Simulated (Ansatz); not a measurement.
End structure of a constructed model of the (0001) surface of wurtzite GaN, Ga-terminated, 2x2 Ga adatom at H3 (bottom of the slab: 3 H on 4 bottom sites):

```yaml
crystal:
  lattice:
    - [6.43695, 0.00000, 0.00000]
    - [-3.21848, 5.57456, 0.00000]
    - [0.00000, 0.00000, 30.00000]
  atoms:
    - { symbol: N, position: [0.33363, 0.16637, 0.30536] }
    - { symbol: N, position: [0.83273, 0.16636, 0.30535] }
    - { symbol: N, position: [0.33364, 0.66727, 0.30535] }
    - { symbol: N, position: [0.83333, 0.66667, 0.30288] }
    - { symbol: Ga, position: [0.16666, 0.33334, 0.32624] }
    - { symbol: Ga, position: [0.67412, 0.34823, 0.32496] }
    - { symbol: Ga, position: [0.15177, 0.82588, 0.32496] }
    - { symbol: Ga, position: [0.67411, 0.82589, 0.32496] }
    - { symbol: N, position: [0.16667, 0.33333, 0.39098] }
    - { symbol: N, position: [0.66667, 0.33333, 0.39098] }
    - { symbol: N, position: [0.16667, 0.83333, 0.39098] }
    - { symbol: N, position: [0.66667, 0.83333, 0.39098] }
    - { symbol: Ga, position: [0.33333, 0.16667, 0.41253] }
    - { symbol: Ga, position: [0.83333, 0.16667, 0.41253] }
    - { symbol: Ga, position: [0.33333, 0.66667, 0.41253] }
    - { symbol: Ga, position: [0.83333, 0.66667, 0.41253] }
    - { symbol: N, position: [0.33311, 0.16689, 0.47793] }
    - { symbol: N, position: [0.83379, 0.16694, 0.47818] }
    - { symbol: N, position: [0.33306, 0.66621, 0.47818] }
    - { symbol: N, position: [0.83335, 0.66665, 0.47824] }
    - { symbol: Ga, position: [0.16719, 0.33281, 0.50011] }
    - { symbol: Ga, position: [0.66566, 0.33288, 0.49992] }
    - { symbol: Ga, position: [0.16712, 0.83434, 0.49992] }
    - { symbol: Ga, position: [0.66669, 0.83331, 0.50003] }
    - { symbol: N, position: [0.16776, 0.33224, 0.56554] }
    - { symbol: N, position: [0.66440, 0.33216, 0.56543] }
    - { symbol: N, position: [0.16784, 0.83560, 0.56543] }
    - { symbol: N, position: [0.66662, 0.83338, 0.56591] }
    - { symbol: Ga, position: [0.33338, 0.16662, 0.58961] }
    - { symbol: Ga, position: [0.83562, 0.17142, 0.58689] }
    - { symbol: Ga, position: [0.32858, 0.66438, 0.58689] }
    - { symbol: Ga, position: [0.83572, 0.66428, 0.58683] }
    - { symbol: N, position: [0.33334, 0.16666, 0.65579] }
    - { symbol: N, position: [0.83467, 0.16940, 0.65247] }
    - { symbol: N, position: [0.33060, 0.66533, 0.65247] }
    - { symbol: N, position: [0.83473, 0.66527, 0.65242] }
    - { symbol: Ga, position: [0.16910, 0.33090, 0.68083] }
    - { symbol: Ga, position: [0.66179, 0.33092, 0.68083] }
    - { symbol: Ga, position: [0.16908, 0.83821, 0.68083] }
    - { symbol: Ga, position: [0.66670, 0.83330, 0.66216] }
    - { symbol: H, position: [0.33198, 0.16802, 0.27117] }
    - { symbol: H, position: [0.83604, 0.16803, 0.27116] }
    - { symbol: H, position: [0.33197, 0.66396, 0.27116] }
    - { symbol: Ga, position: [0.99998, 0.50002, 0.73654] }
```

Set-up: 44 atoms, 13.9 Å thick at the start with caps and adatoms (thin: gaps and levels are the slab's own); mesh 4x4x1; 0.025 eV smearing; dipole correction on; single point; on the structure that PBE left under its start's symmetry; no spin, no spin-orbit, no U. In PBE it lies 0.05 eV a 1x1 cell over the lowest computed structure of the same composition (2x2 Ga adatom at T4).

Question: Give the highest filled level below the top vacuum level at the level r2SCAN, at the PBE geometry (Ansatz, a quantum-chemistry and plane-wave program).

Answer: 4.53 eV

Question: What gap of the slab on its k-mesh does r2SCAN, at the PBE geometry give?

Answer: 0.55 eV
